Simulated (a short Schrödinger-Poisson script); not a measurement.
# Symmetric double-gate stack, SiO2 on p-type Si(100)

System: symmetric double-gate stack, SiO2 on p-type Si(100), at 400 K.

```csv
layer,material,thickness (nm),Na (cm⁻³)
1,SiO2,3.3,-
2,Si,2,2e17
3,SiO2,3.3,-
```

The device is made up for the run: typed textbook-type constants, with dimensions and the other settings drawn at random. SiO2: permittivity 3.9, conduction-band edge (eV) 3.15, gap (eV) 9, electron mass (mₑ) 0.5. Si: permittivity 11.7, conduction-band edge (eV) 0, gap (eV) 1.124, Nv at 300 K (cm⁻³) 3.1e19.

Channel valleys (confinement mass, in-plane density-of-states mass, number): Δ2 0.916, 0.19, 2; Δ4 0.19, 0.417, 4. At the gates, both at one voltage, the conduction-band edge of layer 1 lies 3.51 eV − eVg above the Fermi level of the channel. Gaps are held at their typed values at every temperature. Mesh 0.03 nm at interfaces.

From a short Schrödinger-Poisson script (our own, NumPy): 1D Poisson equation in equilibrium, electrons quantum, Hartree (BenDaniel-Duke, 12 states a valley, the channel's in-plane mass for all, wave functions ending at the dielectric), parabolic valleys, classical holes, full ionisation, no traps, pinning or gate leakage.

| Vg (V) | electrons (cm⁻²) | C (μF/cm²) | Δ2 E0 (meV) | Δ2 E1 (meV) | Δ4 E0 (meV) | Δ4 E1 (meV) |
|---|---|---|---|---|---|---|
| 0 | 7.40e6 | < 0.003 | 465.8 | 773.3 | 857.9 | 2340.6 |
| 0.3 | 4.04e10 | 0.173 | 169.1 | 476.6 | 561.2 | 2043.8 |
| 0.6 | 2.00e12 | 1.58 | 28.2 | 333.7 | 420.2 | 1901.0 |
| 0.9 | 5.16e12 | 1.75 | -15.5 | 287.0 | 376.6 | 1854.2 |
| 1.2 | 8.50e12 | 1.80 | -45.3 | 254.0 | 346.8 | 1821.3 |
| 1.5 | 1.19e13 | 1.82 | -70.7 | 225.4 | 321.6 | 1792.8 |
| 1.8 | 1.53e13 | 1.83 | -94.1 | 198.8 | 298.2 | - |
| 2.1 | 1.87e13 | 1.83 | -116.6 | 173.1 | 275.8 | - |
| 2.4 | 2.22e13 | 1.84 | -138.5 | 148.1 | 254.1 | - |
| 2.7 | 2.56e13 | 1.84 | -159.9 | 123.5 | 232.8 | - |

Gate voltages with under 1e6 electrons/cm² are left out.

Subbands count from the Fermi level; a dash marks a level above the dielectric's band edge. The capacitance is that of both gates.
